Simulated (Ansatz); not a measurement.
Consider TiSi2 (space group Fddd, No. 70; a = 4.7602 Å, b = 8.1802 Å, c = 8.4999 Å).

Now apply this change: cell and atoms relaxed at a pressure of 5 GPa.

Levels (all Ansatz, a quantum-chemistry and plane-wave program, PAW): PBEsol (420 eV, no SOC); r2SCAN (500 eV, without spin-orbit coupling).

The geometry is relaxed with PBEsol.

```
Property          Result
---------------  -------
PBEsol pressure  5.0 GPa
```

Q: How does going to r2SCAN change the pressure?

A: The pressure goes up by 1.9 GPa, from 5.0 GPa to 6.9 GPa.

Single points use the geometry relaxed with PBEsol. Their cutoffs differ, which shifts pressures a little. Load acts through the strain it causes; cell and atoms are relaxed under it. Stability against distortions was not tested. No other phases were tried under pressure. All final runs are without spin polarisation.
